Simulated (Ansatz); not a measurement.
Structures of equal composition on the (0001) surface of hcp Ru: a layer of Ag in place of the second plane; a layer of Ag in place of the third plane. The slabs share one bottom face, and each structure is named by its start. These are constructed structures in small cells; real faces may alloy, dewet or reconstruct in larger ones, and not all known structures of the face are among them. Slabs of about 11 Å, Fermi-Dirac smearing of 0.1 eV. Bottom of the slabs: a bare face, its two planes held. Relaxed from the named starts with such symmetry as they have, on meshes of like density; energies extrapolated to zero smearing; spin only where a row says so; no spin-orbit coupling, no U. Brackets mark spin-polarised runs, whose order is one that fits the cell.

Level of theory: PBE (plane waves to 420 eV, PAW; Ansatz, a program for electronic structure).

Q: Rank these by energy per 1x1 cell (lowest first), as PBE gives it.

A: a layer of Ag in place of the third plane (0.000 eV), a layer of Ag in place of the second plane (0.400 eV)
